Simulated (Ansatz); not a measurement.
Structure of amorphous Si₁₄Pb₁₀O₃₈ (periodic cell):

```xyz
62
Lattice="10.8322 0.4033 0.6363 0.4033 10.8354 0.0036 0.6363 0.0036 9.8546" Properties=species:S:1:pos:R:3 pbc="T T T"
Si     7.2053     7.0830     0.8645
Si     1.3334     5.9479     3.2777
Si     9.1339     9.6528    10.1467
Si    10.4037     1.6210     3.9419
Si     8.5439    11.0472     2.2556
Si     1.7747     5.7048     6.0596
Si     9.8722     4.9358     7.2618
Si     2.8056    10.4353     3.1403
Si    10.4383     5.5602    10.2194
Si    11.3830    10.2734     8.0873
Si     1.6578     8.3733     5.0591
Si     2.5976     5.3769     8.8404
Si     9.8440     4.4725     3.1407
Si     9.6876     2.0239     6.9277
Pb     5.8846    10.8103     4.9737
Pb     7.9574     7.1192     4.4839
Pb     1.5531     8.3650     0.2999
Pb     5.7794     6.4158     7.8463
Pb     5.2560    10.9324     1.2678
Pb     7.3980     3.4292     9.4124
Pb     4.8026     7.1583     3.7635
Pb     4.2095     2.5388     8.1986
Pb     2.8475     3.4322     1.8316
Pb     7.0077     3.8637     5.4800
O      1.0683     7.5190     3.7748
O      9.7803     4.8293     8.9181
O      7.8543     8.6371    10.0125
O      9.1657     9.5296     1.8350
O     11.3866     9.5736     6.5717
O      2.0301     5.1095     4.5564
O      6.0903     8.7110     4.7611
O      1.8886     9.6655     8.3063
O      4.4608     2.1995     0.4337
O      1.0558     5.8342     9.2331
O      8.3421     4.5538     3.6618
O      8.8372     6.7453     0.8901
O     10.7625     3.1845     3.6263
O      7.0216     6.0557     9.7873
O      3.7492     0.5260     3.3555
O     10.9957     6.1036     6.9559
O      8.4331     5.3084     6.6473
O      3.5636     6.6526     9.0300
O      2.5833     4.9026     7.2219
O      2.9905     3.9527     9.5451
O     10.4792     3.4790     6.7984
O      7.6390     0.4135     0.6231
O      5.7670     4.1129     7.9217
O     10.0954     9.5384     8.8635
O      9.9663     4.4033     1.4964
O      0.9924     0.4384     3.2346
O      6.7965     0.3486     3.1157
O      2.3038     5.7284     2.0218
O      2.9843     9.7435     1.6778
O     10.6459     5.8114     3.6583
O      8.1994     2.2548     7.5000
O      6.0857     5.9113     5.1379
O      9.3912     1.1127     2.7561
O      9.6464     1.4321     5.3688
O      2.7812     9.3923     4.4424
O      2.3614     7.2499     6.0397
O     10.6117     1.0151     7.8303
O      6.7003     7.1633     2.3989
```

Computed with PBE, scalar-relativistic without spin-orbit coupling (plane waves to 420 eV, PAW; Ansatz, a first-principles code).

It comes from a melt-quench run on a machine-learned potential (CHGNet), relaxed afterwards by DFT. O atoms were pushed apart under 1.9 Å during the dynamics, to hinder bonds among them. The hot cell started wider than the set density and was brought back towards it in steps. It is the lowest in DFT energy of 2 quenches. It is a model cell: composition and starting density were chosen by hand, and all elements were melted together. No dispersion term was used. Its density started from a set value of 5.16 and ended at 4.43 g/cm³. The quench (nominally 260 K/ps over its main leg) was far faster than any real one, so the model tends to hold more defects than a real film. One small periodic cell is one sample of the glass; other quenches scatter about these values. Volume and shape were free in the relaxation.

Neighbours within Si-Si 2.60 Å, Si-Pb 2.83 Å, Si-O 1.92 Å, Pb-Pb 3.21 Å, Pb-O 2.96 Å, O-O 1.58 Å count as bonded. Two cations that share two anions don't count as bonded, nor two that share one unless they lie closer than Si-Si 2.38 Å, Si-Pb 2.75 Å, Pb-Pb 3.12 Å.

**Question.** Give the coordination numbers, mean bond lengths and angles.

**Answer.** 
| Item | Result |
|---|---|
| Mean coordination of Si by anions | 4.00 (14 with 4) |
| Mean coordination of Pb by anions | 4.00 (4 with 3, 2 with 4, 4 with 5) |
| Mean coordination of O | 2.53 (21 with 2, 14 with 3, 3 with 4) |
| Mean Si-O bond | 1.644 Å (spread 0.028 Å, 56 counted) |
| Mean Pb-O bond | 2.470 Å (spread 0.217 Å, 40 counted) |
| Bond angle at Si | mean 109.4°, spread 5.3° |
| Bond angle at Pb | mean 96.2°, spread 27.2° |
| Bond angle at O | mean 117.9°, spread 19.7° |

**Question.** List the pairs of like atoms that count as bonded by the rules above.

**Answer.** There are none by these rules.

**Question.** What Bader charges do the atoms carry, from a run on the zone centre alone?

**Answer.** Means (range): Si +3.25 e (+3.23 to +3.29), Pb +1.34 e (+1.25 to +1.43), O -1.55 e (-1.67 to -1.17).
```
atom  charge (e)
----  ----------
Si1        +3.24
Si2        +3.24
Si3        +3.24
Si4        +3.29
Si5        +3.23
Si6        +3.26
Si7        +3.25
Si8        +3.24
Si9        +3.28
Si10       +3.26
Si11       +3.27
Si12       +3.24
Si13       +3.26
Si14       +3.25
Pb15       +1.27
Pb16       +1.35
Pb17       +1.43
Pb18       +1.36
Pb19       +1.33
Pb20       +1.37
Pb21       +1.30
Pb22       +1.25
Pb23       +1.38
Pb24       +1.32
O25        -1.65
O26        -1.65
O27        -1.65
O28        -1.63
O29        -1.64
O30        -1.65
O31        -1.17
O32        -1.50
O33        -1.20
O34        -1.65
O35        -1.51
O36        -1.66
O37        -1.65
O38        -1.50
O39        -1.46
O40        -1.65
O41        -1.50
O42        -1.48
O43        -1.65
O44        -1.43
O45        -1.65
O46        -1.62
O47        -1.18
O48        -1.65
O49        -1.65
O50        -1.67
O51        -1.50
O52        -1.50
O53        -1.50
O54        -1.66
O55        -1.51
O56        -1.18
O57        -1.65
O58        -1.65
O59        -1.66
O60        -1.65
O61        -1.65
O62        -1.48
```
